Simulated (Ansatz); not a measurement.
**Sc2Ge2O7 (Fd-3m, No. 227, 22 atoms in the cell; start mp-757450)**

Computed with r²SCAN in Ansatz (plane waves, PAW).

Run with plane-wave cutoff 560 eV, 6×6×6 k mesh, Fermi–Dirac smearing 0.01 eV, scalar-relativistic PAW data made under PBE.

Cell (relaxed with PBEsol):

```
Sc2Ge2O7
1.0
    0.00000     4.80295     4.80295
    4.80295     0.00000     4.80295
    4.80295     4.80295     0.00000
Sc Ge O
4 4 14
Direct
  0.62500   0.62500   0.62500
  0.12500   0.62500   0.62500
  0.62500   0.62500   0.12500
  0.62500   0.12500   0.62500
  0.12500   0.62500   0.12500
  0.12500   0.12500   0.12500
  0.62500   0.12500   0.12500
  0.12500   0.12500   0.62500
  0.75000   0.75000   0.75000
  0.50000   0.50000   0.50000
  0.20851   0.79149   0.79149
  0.04149   0.45851   0.04149
  0.79149   0.20851   0.20851
  0.45851   0.04149   0.45851
  0.79149   0.20851   0.79149
  0.04149   0.04149   0.45851
  0.20851   0.79149   0.20851
  0.45851   0.45851   0.04149
  0.79149   0.79149   0.20851
  0.45851   0.04149   0.04149
  0.20851   0.20851   0.79149
  0.04149   0.45851   0.45851
```

* **band gap**: 4.31 eV (indirect)
* **smallest direct gap on the k points sampled**: 4.39 eV
* **Γ–Γ gap**: 4.50 eV

Note: cell and atoms aren't relaxed at this level (largest force component 0.29 eV/Å, pressure -0.3 GPa).

Spin–orbit coupling is not included.

Static lattice: no zero-point or thermal effects.

A start named mp-… is a Materials Project structure, which need not be a measured phase.

Ansatz is a first-principles code.
